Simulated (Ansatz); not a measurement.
Consider MgO in the rock salt structure (space group Fm-3m, No. 225; a = 4.214 Å). Axes: x, y, z lie along the cube axes.

Now apply this change: compressive biaxial strain of 1.00 % in the plane normal to [001], as in epitaxy on a mismatched substrate; the out-of-plane cell vector and the atoms relax.

The values are results of Kohn–Sham DFT with the PBEsol functional, run in Ansatz (an electronic-structure program) with PAW and 420 eV plane waves, scalar-relativistic without spin-orbit coupling, not measurements.

Question: Give the band edges at the high-symmetry points of the new zone, measured from its valence-band maximum.

Answer: 
| point | valence edge (eV) | conduction edge (eV) |
|---|---|---|
| Γ | 0.00 | 4.73 |
| X | -1.37 | 8.89 |
| P | -1.78 | 11.55 |
| N | -0.68 | 7.80 |
| M | -1.35 | 9.06 |
| S | -1.14 | 10.11 |
| S₀ | -1.14 | 10.11 |
| R | -1.86 | 11.38 |
| G | -1.86 | 11.38 |

The gap is 4.73 eV, direct at Γ.

Stability against distortions was not tested. Labels are those of the standard path for the cell's own space group.
